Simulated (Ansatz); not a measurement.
N on the 1x1 (110) surface of bcc W, one in a 1x1 cell, energies for each (7.2 Å²). Energies are against ½ N2(g), without zero-point or thermal terms; each row is named by its start.

The numbers are results of PBE (plane waves to 420 eV, PAW; Ansatz, a quantum-chemistry and plane-wave program), not measurements.

**Question.** Which site binds most strongly?
A. bridge W-W (span 2.8 Å)
B. top W
C. bridge W-W (span 3.2 Å)
D. hollow W-W-W

**Answer.** D, hollow W-W-W. Adsorption energies: hollow W-W-W -0.90 eV; bridge W-W (span 3.2 Å) -0.29 eV; bridge W-W (span 2.8 Å) -0.09 eV; top W 1.66 eV.
